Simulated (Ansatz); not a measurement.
SnSe (model structure, started from the 4H type, P6₃mc, No. 186, 8 atoms in the cell)

Level of theory: r²SCAN+rVV10 in Ansatz (PAW).

Numerical settings: plane-wave cutoff 560 eV, 12×12×4 k mesh (along the axes of the cell as run), Fermi–Dirac smearing 0.01 eV, scalar-relativistic PAW data made under PBE.

Cell (relaxed at this level):

SnSe is taken in the hexagonal space group P6₃mc (No. 186), Pearson symbol hP8. Lattice parameters: a = b = 5.052 Å, c = 11.784 Å, α = β = 90.00°, γ = 120.00°. Sn1 on 2a is coordinated by 5 Se at 2.860–3.032 Å (trigonal bipyramidal). Sn2 on 2b is coordinated by 1 Se at 2.765 Å and 3 Se at 2.918 Å. Se1 on 2a is surrounded by 5 Sn at 2.860–3.032 Å (trigonal bipyramidal). Se2 on 2b is coordinated by 1 Sn at 2.765 Å and 3 Sn at 2.922 Å. (Neighbours: up to the widest gap in distance over summed covalent radii, below 1.35, at either atom; cation-cation and far metal-metal contacts left out.)

- band gap: 0.50 eV (on the SCF k mesh)
- Γ–Γ gap: 2.17 eV

Note: the relaxation could raise the start's symmetry but not lower it, so the cell can be a saddle point.

Spin–orbit coupling is not included.

A model structure was made by putting elements into a prototype or built by hand; it is no filed structure, need not be a known phase, and can be a saddle point held by its symmetry.

Ansatz is a first-principles code.
